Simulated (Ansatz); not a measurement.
Start from ZnCu in the CsCl type structure (space group Pm-3m, No. 221; a = 2.9188 Å). Axes: x, y, z lie along the cube axes.

All numbers come from r2SCAN (Ansatz, a first-principles code), without spin-orbit coupling.

For the base:

* **Shortest interatomic distance**: 4.777 bohr

Modification: a free-standing slab of 6 layers (12 atoms, 2 a layer) is cut normal to [110], with 15 Å of vacuum and the in-plane cell held at bulk.

Problem. Predict the new excess energy per area of both faces and shortest interatomic distance.

Solution. The excess energy per area of both faces (slab less bulk energy over the cell's area: twice a surface energy) is 2.7 J/m² (uncertain by up to 0.2 J/m²); the shortest interatomic distance shrinks by 0.046 bohr to 4.731 bohr.

Slab and bulk use different k-meshes, which limits the precision of the excess energy. Stability against distortions was not tested. The final runs are not spin-polarised.
